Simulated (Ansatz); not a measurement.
CsCl-type AlRh (cell taken from a computed entry) was calculated with r²SCAN in Ansatz (PAW).

Numerical settings: plane-wave cutoff 560 eV, 18×18×18 k mesh, Fermi–Dirac smearing 0.05 eV, no spin polarisation, scalar-relativistic PAW data made under PBE.

Cell (relaxed at this level):

Space group Pm-3m (No. 221); a = b = c = 2.9773 Å, α = β = γ = 90.00°

| atom | site | symmetry | x | y | z |
|---|---|---|---|---|---|
| Al | 1a | m-3m | 0.0000 | 0.0000 | 0.0000 |
| Rh | 1b | m-3m | 0.5000 | 0.5000 | 0.5000 |

Q: Predict the bulk modulus.

A: 
- bulk modulus: 215 GPa

The run finds no gap.

Note: the bulk modulus is −V dP/dV from two relaxed cells at ±2 % in volume; the relaxation could not lower the start's symmetry, so the cell can be a saddle point above a distorted one.

The computed numbers hold no vibrational or temperature effects.

Ansatz is a program for electronic structure.
